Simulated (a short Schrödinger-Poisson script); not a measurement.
Stack: MOS inversion layer, SiO2 on p-type Si(100), at 150 K.

From the gate side: 3.4 nm SiO2; 340 nm Si, acceptors 1.6e18 cm⁻³.

Constants are typed, rounded textbook-type inputs, not results; the design itself was drawn at random and stands for no fabricated device. SiO2: permittivity 3.9, conduction-band edge (eV) 3.15, gap (eV) 9, electron mass (mₑ) 0.5. Si: permittivity 11.7, conduction-band edge (eV) 0, gap (eV) 1.124, Nv at 300 K (cm⁻³) 3.1e19.

Channel valleys (confinement mass, in-plane density-of-states mass, number): Δ2 0.916, 0.19, 2; Δ4 0.19, 0.417, 4. At the gate the conduction-band edge of layer 1 lies 3.54 eV − eVg above the Fermi level of the channel; the field vanishes at the back. Gaps are held at their typed values at every temperature. Mesh 0.03 nm at interfaces.

Solved with a short Schrödinger-Poisson script written for these runs: 1D Poisson equation in equilibrium, electrons quantum, Hartree (BenDaniel-Duke, 12 states a valley, the channel's in-plane mass for all, wave functions free to enter the dielectric), parabolic valleys, classical holes, full ionisation, no traps, pinning or gate leakage.

| Vg (V) | electrons (cm⁻²) | C (μF/cm²) | Δ2 E0 (meV from the Fermi level) | Δ4 E0 (meV from the Fermi level) |
|---|---|---|---|---|
| 1.2 | 2.09e9 | 0.269 | 89.2 | 162.1 |
| 1.35 | 3.40e11 | 0.765 | 22.3 | 97.2 |
| 1.5 | 1.09e12 | 0.863 | 4.9 | 81.4 |
| 1.65 | 1.89e12 | 0.888 | -5.0 | 73.0 |
| 1.8 | 2.72e12 | 0.899 | -12.7 | 66.8 |
| 1.95 | 3.56e12 | 0.906 | -19.3 | 61.6 |
| 2.1 | 4.40e12 | 0.910 | -25.3 | 56.9 |
| 2.25 | 5.25e12 | 0.914 | -31.0 | 52.7 |
| 2.4 | 6.11e12 | 0.917 | -36.4 | 48.6 |
| 2.55 | 6.96e12 | 0.919 | -41.6 | 44.8 |
| 2.7 | 7.82e12 | 0.921 | -46.6 | 41.1 |
| 2.85 | 8.68e12 | 0.924 | -51.4 | 37.6 |
| 3 | 9.54e12 | 0.926 | -56.0 | 34.3 |
| 3.15 | 1.04e13 | 0.928 | -60.5 | 31.2 |
| 3.3 | 1.13e13 | 0.930 | -64.8 | 28.2 |

Gate voltages with under 1e9 electrons/cm² are left out.

Q: At Vg = 3.3 V the lowest Δ2 subband lies at -64.8 meV from the Fermi level. How many electrons does it hold, and what share of all?

A: The two-dimensional density of states is g m/(πħ²) = 1.59e11 cm⁻² meV⁻¹ (both spins), kT = 12.9 meV, so n = D kT ln(1 + exp(−E/kT)) = 1.03e13 cm⁻², 0.91 of the 1.13e13 cm⁻² in all.

Q: Compare the slope of the sheet density between 3 and 3.3 V with the geometric capacitance of the layers between gate and channel.

A: q Δn/ΔV = 0.940 μF/cm²; ε0/Σ(t/ε) = 1.02 μF/cm². The ratio is 0.93: the channel acts as a further capacitance in series.
